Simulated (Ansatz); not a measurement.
Data:

End structure of a constructed model of the (100) surface of fcc Al, a layer of Ag in place of the second plane (bottom of the slab: a bare face, its two planes held):

```xyz
6
Lattice="2.8581 0.0000 0.0000 0.0000 2.8581 0.0000 0.0000 0.0000 26.5000" Properties=species:S:1:pos:R:3 pbc="T T T"
Al     1.4290     1.4290     8.0536
Al     0.0000     0.0000    10.0745
Al     1.4290     1.4290    12.1243
Al     0.0000     0.0000    14.1497
Ag     1.4290     1.4290    16.1464
Al     0.0000     0.0000    18.2932
```

Set-up: 6 atoms, 10.4 Å thick at the start (thin: gaps and levels are the slab's own); mesh 13x13x1; 0.1 eV smearing; dipole correction on; 2 atoms held, the rest relaxed; symmetry of the start imposed; no spin, no spin-orbit, no U. In PBE it lies 0.04 eV a 1x1 cell over the lowest computed structure of the same composition (a layer of Ag in place of the third plane).

Problem. Predict the work function of the top face from PBE run with Ansatz (an electronic-structure program).

Solution. 4.57 eV
